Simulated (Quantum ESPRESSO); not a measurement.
**How far to go with the plane-wave cutoff: GaSb (R3m, 2 atoms in the cell)**

```
CELL_PARAMETERS angstrom
      0.00000     3.06525     3.06525
      3.06525     0.00000     3.06525
      3.06525     3.06525     0.00000
ATOMIC_POSITIONS crystal
  Ga 0.00471 0.00471 0.00471
  Sb 0.25000 0.25000 0.25000
```

Method: PBEsol, PseudoDojo standard norm-conserving (PBESOL) pseudopotentials (plane waves; Quantum ESPRESSO).

Base settings: ecutwfc = 80 Ry; occupations = smearing; smearing = fd; degauss = 0.00147 Ry; potentials = {Ga: Ga.upf, Sb: Sb.upf}; K_POINTS = automatic 3 3 3 0 0 0; conv_thr = 1e-10 Ry; mixing_beta = 0.3.

The second cell is the first with its lattice scaled by 0.98.

The mesh stays at the base's, so the ladder's end is converged at best in this setting alone.

Only quantities that move along the ladder and can be compared are tabulated.

The count of work is k-points × plane waves × bands × iterations; it is no time. Core times come from one kind of shared machine, to one figure; runs under 30 s give none.

The starting cell has typed, rounded lattice constants, without a prior relaxation at this level. Its lattice was rescaled by up to half a per cent. One atom was moved a little off its site on purpose. The run gives no clean gap (levels at the Fermi energy touch, overlap or are partly filled at this smearing), which alone does not show that the compound is a metal. Without a gap this mesh is coarse (it stands for a supercell whose shortest vector is 13 Å).

```tsv
ecutwfc	free energy less the last step's (meV/atom)	energy of the compressed cell less the first (meV/atom)	pressure (GPa)	largest difference of a force vector from the last step's (eV/Å)	count of work / last	core time / last (rough)
28 Ry	123492.72	608.72	-1356.76	0.120	0.071	–
32 Ry	79199.63	-978.49	-1103.20	0.188	0.084	–
36 Ry	47980.03	1313.72	-841.60	0.052	0.089	–
40 Ry	28099.40	93.93	-608.83	0.176	0.10	–
44 Ry	15309.01	-408.07	-406.39	0.071	0.13	–
48 Ry	7529.48	72.74	-243.58	0.003	0.14	–
56 Ry	1471.70	-1.38	-66.95	0.014	0.16	–
64 Ry	198.26	28.12	-11.13	0.001	0.19	–
72 Ry	16.66	31.11	0.41	0.000	0.23	–
80 Ry	1.52	30.79	1.85	0.000	0.27	–
88 Ry	0.95	30.81	1.92	0.000	0.32	–
96 Ry	0.87	30.81	1.92	0.000	0.35	–
108 Ry	0.73	30.81	1.91	0.000	0.42	–
120 Ry	0.44	30.77	1.91	0.000	0.49	–
140 Ry	0.10	30.73	1.91	0.000	0.63	0.9
160 Ry	0.05	30.73	1.92	0.000	0.76	0.6
192 Ry	0.00	30.73	1.92	0.000	1.0	1
```

Coarsest ecutwfc that holds the forces within 0.005 eV/Å of the last step, with all finer ones: 64 Ry, at 0.19 of the last step's count of work; the step before is off by 0.014 eV/Å.

Coarsest ecutwfc that holds the free energy within 0.5 meV/atom of the last step, with all finer ones: 120 Ry; the step before is off by 0.73 meV/atom.

Coarsest ecutwfc that holds the pressure within 0.5 GPa of the last step, with all finer ones: 80 Ry, at 0.27 of the last step's count of work; the step before is off by 1.5 GPa.

The energy difference between the two cells stays within 1 meV/atom of the last step's from 72 Ry on, the total only from 88 Ry on: much of the error is common to both cells and cancels.

At the lowest cutoff the pressure lies 1360 GPa under the last step's, the usual sign of Pulay stress in an incomplete plane-wave basis.
